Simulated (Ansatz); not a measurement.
Effect of biaxial strain +3.42 %, plane normal [001], relaxed out of plane on VN

Start from VN in the rock salt structure (space group Fm-3m, No. 225; a = 4.0748 Å; relaxed with 0.1 eV smearing). Axes: x, y, z lie along the cube axes.

Perturbation: tensile biaxial strain of 3.42 % in the plane normal to [001], as in epitaxy on a mismatched substrate; the out-of-plane cell vector and the atoms relax.

Computed with PBEsol in Ansatz (plane waves to 420 eV, PAW, spin-orbit coupling left out), earlier PAW set. k-mesh 24×24×24 (Γ-centred); smearing 0.1 eV (Fermi–Dirac).

| quantity | base | changed | shift |
|---|---|---|---|
| volume per atom | 8.46 Å³ | 8.91 Å³ | +0.45 Å³ |
| shortest interatomic distance | 2.037 Å | 2.006 Å | -0.031 Å |
| energy relative to the base (free energy F) | 0 meV/atom | +42 meV/atom | +42 meV/atom |
| band gap | zero | zero | – |
| out-of-plane strain | – | -1.55 % | – |
| ratio −ε⊥/ε∥ | – | 0.45 | – |
| mean in-plane stress (compression positive) | – | -21.2 GPa | – |

Final structure (turned so that z lies along the plane normal):

```
VN
1.0
    2.97985     0.00000     0.00000
    0.00000     2.97985     0.00000
    1.48993    -1.48993     2.00591
N V
1 1
Direct
  0.00000   0.00000   0.00000
  0.50000   0.50000   0.00000
```

Stability against distortions was not tested. Starting moments died away, wholly or in part, for the base; another magnetic solution may exist. All final runs are without spin polarisation.

Ansatz is a first-principles code.
